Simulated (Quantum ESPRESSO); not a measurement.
Worked example: self-consistent single point of NbRu3 (P1, 8 atoms in the cell) in Quantum ESPRESSO.

Method: PBEsol, GBRV 1.5 ultrasoft (PBESOL) pseudopotentials (plane waves; Quantum ESPRESSO 7.5).

The change in words: atoms moved at random. Reference geometry:
```
CELL_PARAMETERS angstrom
      5.56044     0.00000     0.00000
     -2.78022     4.81548     0.00000
      0.00000     0.00000     4.38106
ATOMIC_POSITIONS crystal
  Nb 0.33333 0.66667 0.75000
  Nb 0.66667 0.33333 0.25000
  Ru 0.16473 0.32945 0.25000
  Ru 0.83527 0.67055 0.75000
  Ru 0.83527 0.16473 0.75000
  Ru 0.16473 0.83527 0.25000
  Ru 0.67055 0.83527 0.25000
  Ru 0.32945 0.16473 0.75000
```

Reference input (self-consistent single point, DFT, PBEsol, plane waves, GBRV 1.5 ultrasoft (PBESOL) pseudopotentials): ecutwfc = 40 Ry; ecutrho = 320 Ry; occupations = smearing; smearing = fermi-dirac; degauss = 0.0073499 Ry; potentials = {Nb: nb_pbesol_v1.uspp.F.UPF, Ru: ru_pbesol_v1.2.uspp.F.UPF}; K_POINTS = automatic 4 4 5 0 0 0; conv_thr = 1e-10 Ry; mixing_beta = 0.7. This run's input differs from it in these lines:

```diff
@@ -26,14 +26,14 @@
 CELL_PARAMETERS angstrom
-   5.56043983     0.00000000     0.00000000
-  -2.78021991     4.81548215     0.00000000
+   5.56044000     0.00000000     0.00000000
+  -2.78022000     4.81548200     0.00000000
    0.00000000     0.00000000     4.38106000
 ATOMIC_POSITIONS crystal
-Nb    0.33333333    0.66666667    0.75000000
-Nb    0.66666667    0.33333333    0.25000000
-Ru    0.16472500    0.32945000    0.25000000
-Ru    0.83527500    0.67055000    0.75000000
-Ru    0.83527500    0.16472500    0.75000000
-Ru    0.16472500    0.83527500    0.25000000
-Ru    0.67055000    0.83527500    0.25000000
-Ru    0.32945000    0.16472500    0.75000000
+Nb    0.33115400    0.66356000    0.76118800
+Nb    0.67188800    0.33866600    0.25304300
+Ru    0.17346900    0.32596100    0.23453300
+Ru    0.83323900    0.66691200    0.75388500
+Ru    0.82329300    0.17256900    0.75214700
+Ru    0.17501800    0.84069600    0.23632800
+Ru    0.66374400    0.82107300    0.23082600
+Ru    0.32819600    0.17056300    0.77805000
 K_POINTS automatic
```

Output (repeated stretches shortened):

```
     Self-consistent Calculation

     iteration #  1     ecut=    40.00 Ry     beta= 0.70

     negative rho (up, down):  4.395E-01 0.000E+00

     total energy              =   -1399.16313033 Ry
     estimated scf accuracy    <       6.17621122 Ry

     iteration #  2     ecut=    40.00 Ry     beta= 0.70

     negative rho (up, down):  4.375E-01 0.000E+00

     total energy              =   -1399.45481620 Ry
     estimated scf accuracy    <       6.19379930 Ry

     iteration #  3     ecut=    40.00 Ry     beta= 0.70

     negative rho (up, down):  4.403E-01 0.000E+00

     total energy              =   -1399.93704440 Ry
     estimated scf accuracy    <      12.82045072 Ry

   [... 22 blocks of this kind left out ...]

     iteration # 26     ecut=    40.00 Ry     beta= 0.70

     negative rho (up, down):  4.400E-01 0.000E+00

     total energy              =   -1401.38721193 Ry
     estimated scf accuracy    <          3.4E-10 Ry

     iteration # 27     ecut=    40.00 Ry     beta= 0.70

     negative rho (up, down):  4.400E-01 0.000E+00
     End of self-consistent calculation

   [... 7 lines left out ...]

   [... 7 lines left out ...]

     the Fermi energy is    21.7211 ev

!    total energy              =   -1401.38721193 Ry
     estimated scf accuracy    <          4.4E-12 Ry
     smearing contrib. (-TS)   =      -0.02382673 Ry
     internal energy E=F+TS    =   -1401.36338520 Ry

     convergence has been achieved in  27 iterations

     negative rho (up, down):  4.400E-01 0.000E+00

     Forces acting on atoms (cartesian axes, Ry/au):

     atom    1 type  1   force =    -0.00131005    0.00440060   -0.02362888
     atom    2 type  1   force =     0.00832768   -0.00534663   -0.00205461
     atom    3 type  2   force =    -0.03221945    0.00450128    0.04257819
     atom    4 type  2   force =    -0.00743315    0.01194715   -0.01692919
   [... lines left out ...]
     Total force =     0.113296     Total SCF correction =     0.000009
   [... lines left out ...]

     negative rho (up, down):  4.400E-01 0.000E+00
          total   stress  (Ry/bohr**3)                   (kbar)     P=      -49.89
  -0.00036954  -0.00013304  -0.00005779          -54.36      -19.57       -8.50
  -0.00013304  -0.00036196   0.00001862          -19.57      -53.25        2.74
  -0.00005779   0.00001862  -0.00028590           -8.50        2.74      -42.06

   JOB DONE.
```

The run converged in 27 iterations. Against the reference run the free energy rises by 37.1 meV/atom, the pressure goes from -7.17 to -4.99 GPa and the largest force goes from 0.161 to 1.519 eV/Å. The full log also holds: “c_bands:  1 eigenvalues not converged”.

The starting cell comes from a database of computed structures (which also holds hypothetical and non-ambient phases and stackings), without a prior relaxation at this level. For this run, on top of that: atoms moved at random. Spin polarisation is off. With a pressure of about -5 GPa the cell is away from its equilibrium volume at this level. Forces in this geometry exceed 1 eV/Å.

Cost on one core of a shared machine: roughly 5 min.
